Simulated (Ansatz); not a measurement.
System: CsCl-type CuZn. Method: r²SCAN (plane waves, PAW; Ansatz, an electronic-structure program).

Settings: plane-wave cutoff 600 eV, 16×16×16 k mesh, Fermi–Dirac smearing 0.1 eV, finite displacements, no spin polarisation, scalar-relativistic PAW data made under PBE.

Cell (relaxed at this level):

```
CuZn
1.0
    2.91952     0.00000     0.00000
    0.00000     2.91952     0.00000
    0.00000     0.00000     2.91952
Zn Cu
1 1
Direct
  0.50000   0.50000   0.50000
  0.00000   0.00000   0.00000
```

### Question
Predict the zone-centre TO phonon frequency.

### Answer

- zone-centre TO phonon frequency = 208 cm⁻¹
